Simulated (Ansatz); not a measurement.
Carrier doping in hypothetical P6_3/mmc HgI2

Start from HgI₂ (space group P6_3/mmc, No. 194; a = 4.166 Å, c = 14.183 Å; a hypothetical phase, not in the database extracts checked).

Carriers are added at fixed cell with a uniform background; the Fermi–Dirac width is that of 300 K.

Calculations: plane-wave PAW DFT at the PBE-D3(BJ) level (Ansatz, an electronic-structure program, 420 eV), scalar-relativistic without spin-orbit coupling.

Candidates:
(a) holes 5.0×10^21 cm⁻³
(b) electrons 5.0×10^21 cm⁻³
(c) electrons 2.0×10^21 cm⁻³
(d) holes 3.0×10^21 cm⁻³
(e) electrons 3.0×10^21 cm⁻³

Before the change:

| Property | Result |
|---|---|
| Gap between the host's bands | 0.34 eV |

Order them by gap between the host's bands, lowest first.

(b) electrons 5.0×10^21 cm⁻³ (zero), (e) electrons 3.0×10^21 cm⁻³ (0.13 eV), (c) electrons 2.0×10^21 cm⁻³ (0.21 eV), (d) holes 3.0×10^21 cm⁻³ (0.49 eV), (a) holes 5.0×10^21 cm⁻³ (0.57 eV)

Carriers are added with a uniform compensating background; total energy and stress of such cells depend on the potential's zero and are not compared; many-body gap narrowing is missing at this level. With Hg and I present, leaving out spin-orbit coupling can change the band edges. Stability against distortions was not tested. The final runs are not spin-polarised.
